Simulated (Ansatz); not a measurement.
The starting structures come from a database of crystals and need not be the phases stable at ambient conditions.

By PBEsol, the system below comes out a metal.

A figure of merit of an interconnect metal is its ballistic conductance per area.

Input:

```
BiIn2
1.0
    3.30841     0.00000     0.00000
    0.00000     5.61230     0.00000
    0.00000    -2.80615     4.86039
In Bi
2 1
Direct
  0.50000   0.33333   0.66667
  0.50000   0.66667   0.33333
  0.00000   0.00000   0.00000
```

Space group of this cell: P6/mmm. The cell is taken as given; by PBEsol its mean pressure is -2.9 GPa.

The current flows along the normal of the first two printed cell vectors, the (100) plane of the conventional cell. No spin-orbit coupling; the value is a mean over 0.1 eV about the Fermi level.

**Question.** Estimate the ballistic conductance per area that Ansatz (an electronic-structure program) with PBEsol returns for this system.

**Answer.** 0.56 × 10¹⁵ S/m² for both spins.
